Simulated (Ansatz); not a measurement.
SrTiO3 under load (space group R-3m), PBEsol with spin-orbit coupling, rigid bands (Ansatz, an electronic-structure program). Condition of this run: uniaxial stress along [111] of 2 GPa (compression positive) (the target of the relaxation). Band gap 1.82 eV, N_c = 3.58e19 cm⁻³ and N_v = 1.93e20 cm⁻³ at 300 K, conductivity masses of 0.677 mₑ (electrons) and 1.86 mₑ (holes). Take k_BT = 0.02585 eV.

### Question
A film of it is 5 nm thick. Estimate the confinement energies in an infinite well.

### Answer
ħ²π²/(2m t²) = 0.376 eV·nm²/(m/mₑ × t²) gives 22.2 meV for electrons and 8.09 meV for holes, so the gap would widen to about 1.85 eV. Finite barriers and nonparabolic bands lower this, and with several valleys or bands the heaviest mass along the normal sets the lowest level, not this average.

### Question
What built-in voltage has an abrupt junction with N_A = 1e17 and N_D = 1e17 cm⁻³, all dopants ionised?

### Answer
V_bi = E_g/e − (k_BT/e) ln(N_c N_v/(N_A N_D)) = 1.82 − 0.02585 × 13.45 = 1.47 V, for the computed gap.

### Question
What thermal injection velocity √(2k_BT/πm) limits a ballistic channel?

### Answer
6.54e6 cm/s for electrons and 3.94e6 cm/s for holes, a ratio of √(m_h/m_e) = 1.66, for dilute carriers.

Rigid bands with the computed gap; masses take one relaxation time for all states.
